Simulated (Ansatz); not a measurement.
# Pb under a change: tensor shear ε_yz = +0.58 %

The parent structure is Pb in the fcc (Cu type) structure (space group Fm-3m, No. 225; a = 4.9341 Å; relaxed with 0.1 eV smearing). Axes: x, y, z lie along the cube axes.

Perturbation: a pure shear with ε_yz = ε_zy = 0.0058; the atoms relax in the strained cell.

Level of theory: PBEsol (Ansatz, a quantum-chemistry and plane-wave program), without spin-orbit coupling. Settings: 23×23×23 k-points, 0.1 eV Fermi–Dirac smearing.

The volume per atom stays 30.03 Å³ and the space group changes from Fm-3m (No. 225) to Immm (No. 71). The shortest interatomic distance decreases by 0.020 Å to 3.469 Å and the energy stays essentially unchanged. The pressure (mean of the normal stresses, compression positive) stays 0.0 GPa and the band gap is still zero. The stress (xx, yy, zz, yz, xz, xy; compression positive) amounts to (0.0, 0.0, 0.0, -0.2, 0.0, 0.0) GPa.

Cost of the whole job for the changed cell (relaxation, final SCF and bands): roughly 90 core-seconds.

Whether these cells are dynamically stable was not tested.
